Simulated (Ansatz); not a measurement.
C₃N₄ (P6₃/m, No. 176, 14 atoms in the cell; start mp-1985) was calculated with G0W0@PBEsol (Ansatz, a first-principles code, plane waves, hard PAW, contour deformation).

The cell is the one relaxed with PBEsol. Conventional cell: a = 6.4111 Å, b = 6.4111 Å, c = 2.4069 Å, α = 90.00°, β = 90.00°, γ = 120.00°.

The quasiparticle gap at Γ at a fixed k mesh 3×3×6:

```csv
response cutoff,value (eV)
"150 eV, 657 empty bands",5.109
"200 eV, 1011 empty bands",5.183
"250 eV, 1413 empty bands",5.226
"300 eV, 1857 empty bands",5.254
```

**Question.** Taking the value to converge with the response cutoff E as E^(−3/2), extrapolate from the last two rows.

**Answer.** With y = y∞ + c/w and weights w = 3953 and 5196 for the last two rows, y∞ = (w2 y2 − w1 y1)/(w2 − w1) = (5196 × 5.254 − 3953 × 5.226)/1243 = 5.343 eV, which lies 0.089 beyond the last row. Successive pairs of rows give 5.320, 5.334, 5.343. The limit also hangs on the law assumed, so its last digits aren't firm.

The other settings are not extrapolated, so this is the limit in one setting alone.

At the last cutoff the smallest gap on this mesh is 5.14 eV, with an edge away from Γ.

A start named mp-… is a Materials Project structure, which need not be a measured phase.
